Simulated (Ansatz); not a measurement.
## Hypothetical diamond Ba, response to strain

The reference is Ba in the diamond structure (space group Fd-3m, No. 227; a = 7.409 Å; a hypothetical phase, not in the database extracts checked; relaxed with 0.1 eV smearing). Axes: x, y, z lie along the cube axes.

Strains are applied to the cell and any free atomic positions relax; under biaxial strain the out-of-plane vector relaxes too.

Calculations: PBEsol in Ansatz (plane waves to 420 eV, PAW, spin-orbit coupling left out).

Notes on the quantities. pressure: mean of the normal stresses, compression positive; energy relative to the base: free energy F.

| variant | space group | pressure | energy relative to the base | shortest interatomic distance |
|---|---|---|---|---|
| base | Fd-3m (No. 227) | 0.0 GPa | 0 meV/atom | 3.208 Å |
| biaxial strain +0.35 %, plane normal [001], relaxed out of plane | I4_1/amd (No. 141) | 0.2 GPa | -0.4 meV/atom | 3.191 Å |
| biaxial strain +3.14 %, plane normal [001], relaxed out of plane | I4_1/amd (No. 141) | 3.1 GPa | -40 meV/atom | 3.086 Å |
| isotropic strain −4.86 % | Fd-3m (No. 227) | 3.5 GPa | +65 meV/atom | 3.052 Å |
| isotropic strain −0.61 % | Fd-3m (No. 227) | 0.3 GPa | +0.8 meV/atom | 3.188 Å |

Whether these cells are dynamically stable was not tested. Under biaxial strain +0.35 %, plane normal [001], relaxed out of plane and biaxial strain +3.14 %, plane normal [001], relaxed out of plane the cell ends below the base's energy or with stress of the wrong sign: the atoms slid into a distortion or the cell is elastically unstable, so the base is not a stable minimum at this level.

Ansatz is a quantum-chemistry and plane-wave program.
